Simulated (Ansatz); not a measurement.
An ideal cubic perovskite cell is held by its symmetry; such compounds can tilt or shift off centre at room temperature.

The decay constant κ of evanescent states in the gap governs leakage through a thin film.

Data:

```xyz
5
Lattice="3.9275 0.0000 0.0000 0.0000 3.9275 0.0000 0.0000 0.0000 3.9275" Properties=species:S:1:pos:R:3 pbc="T T T"
Ba     1.9638     1.9638     1.9638
Ti     0.0000     0.0000     0.0000
O      1.9638     0.0000     0.0000
O      0.0000     1.9638     0.0000
O      0.0000     0.0000     1.9638
```

The cell is strained (all lengths scaled by 0.98); by r2SCAN it stands under a pressure of 10.2 GPa.

Transport runs along the normal of the first two printed cell vectors, the (001) plane of the conventional cell.

No gap correction and no spin-orbit coupling; mid-gap is the computed energy nearest the middle.

**Question.** Compute, with Ansatz (a quantum-chemistry and plane-wave program) with r2SCAN, the band gap and the smallest decay constant κ at mid-gap.

**Answer.** Gap 2.30 eV on a 8×8×8 mesh; κ = 0.250 1/Å, at the zone centre.
